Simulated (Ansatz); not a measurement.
An Ansatz (a first-principles code) input (r2SCAN, PAW, 500 eV (Ansatz; no SOC)):

Ansatz 0.2 input:
```yaml
crystal:
  lattice:
    - [0, 3.0874578462, 3.0874578462]
    - [3.0874578462, 0, 3.0874578462]
    - [3.0874578462, 3.0874578462, 0]
  atoms:
    - { symbol: I, position: [0, 0, 0] }
    - { symbol: Y, position: [0.5, 0.5, 0.5] }
basis: { ecutwfc: 500, ecutrho_ratio: 4, xc_grid: 4, fft_grid_basis: typed }
kpoints: { mp_grid: { grid: [13, 13, 13] } }
hamiltonian:
  xc: r2scan
  dispersion: none
  pseudopotentials: { kind: paw }
scf: { occupations: { method: fermi_dirac, width: 0.05 }, convergence: { dr2_threshold: 0.0000000002 } }
output: { forces: true, stress: true }
checkpoint: { write: state.ck, write_every: 1000 }
```

Q: Which symmetry and how many k-points will the program report, and about how many plane waves at Γ?

A: Space group Fm-3m (ITA 225) with 48 operations, k-points 84 of 2197, and 1459 plane waves at Γ.

Whether these cells are dynamically stable was not tested. All final runs are without spin polarisation. The cell was made from YN by this change: N → I; the result is a hypothetical phase, not in the database extracts checked. YI has a high density of states at the Fermi level and may be magnetic at this level.
